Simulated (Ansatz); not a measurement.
Candidates (primitive cells; geometry: relaxed with this functional, without spin-orbit coupling):
A. YPd3 (Pm-3m), a = b = c = 4.0561 Å, α = β = γ = 90.00°
B. YTl$_{3}$ (Pm-3m), a = b = c = 4.673 Å, α = β = γ = 90.00°
C. YIr2 (Fd-3m), a = 5.298 Å, b = 5.298 Å, c = 5.298 Å, α = 60.00°, β = 60.00°, γ = 60.00°
D. YRh$_{3}$B (Pm-3m), a = b = c = 4.1495 Å, α = β = γ = 90.00°
E. YSi (Cmcm), a = b = 5.645 Å, c = 3.801 Å, α = β = 90.00°, γ = 135.94°

Rank these by resistivity at 300 K (highest first), as PBEsol, DFPT electron-phonon coupling, linearised Boltzmann equation (Ansatz, a program for electronic structure) gives it.

C (71 μΩ·cm), E (38 μΩ·cm), D (21 μΩ·cm), B (15.7 μΩ·cm), A (10.7 μΩ·cm)

Metals; harmonic phonons alone scatter; means over directions. Halving the electron mesh moves these values by up to 10 %; q meshes are mostly untested. Spin-orbit coupling is left out.

Formula and space group known from diffraction (Crystallography Open Database), not checked to be the room-temperature form: YIr2 (Fd-3m), YPd3 (Pm-3m), YRh3B (Pm-3m), YTl3 (Pm-3m). The missing spin-orbit coupling matters most for YIr2 (Fd-3m), YTl3 (Pm-3m).
